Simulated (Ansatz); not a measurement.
## GaP under load (space group F-43m): band-edge transport data

Data:

```xyz
2
Lattice="0.0000 2.7421 2.7421 2.7421 0.0000 2.7421 2.7421 2.7421 0.0000" Properties=species:S:1:pos:R:3 pbc="T T T"
Ga     0.0000     0.0000     0.0000
P      1.3711     1.3711     1.3711
```

Computed with PBEsol with spin-orbit coupling, rigid bands (plane waves, PAW; Ansatz, a program for electronic structure). Condition of this run: hydrostatic pressure -2 GPa (the target of the relaxation). Geometry: cell and atoms relaxed with PBEsol, then loaded as said.

```
Item                                                                                                                                                            Value
---------------------------------------------------------------------------------------------------------------------------------------  ----------------------------
band gap                                                                                                                                                      1.47 eV
electron conductivity mass (300 K, dilute)                                                                                                                    0.32 mₑ
hole conductivity mass (300 K, dilute)                                                                                                                        0.49 mₑ
effective density of states N_c (300 K)                                                                                                                   4.5e19 cm⁻³
effective density of states N_v (300 K)                                                                                                                   2.3e19 cm⁻³
density-of-states mass, electrons                                                                                                                             1.47 mₑ
density-of-states mass, holes                                                                                                                                 0.95 mₑ
Seebeck coefficient, n-type 1e19 cm⁻³, 300 K                                                                                                                -362 μV/K
best n-type power factor at 300 K for τ = 10 fs (best axis; densities from 1e16 to 1e21 cm⁻³ tried, whether or not they can be reached)    30 μW/(cm·K²) at 3e20 cm⁻³
Seebeck coefficient, p-type 1e19 cm⁻³, 300 K                                                                                                                 321 μV/K
best p-type power factor at 300 K for τ = 10 fs (best axis; densities from 1e16 to 1e21 cm⁻³ tried, whether or not they can be reached)  14.9 μW/(cm·K²) at 3e20 cm⁻³
```

Rigid bands; masses and Seebeck coefficients take one relaxation time τ for all states and one kind of carrier; polarons and phonon drag are left out.
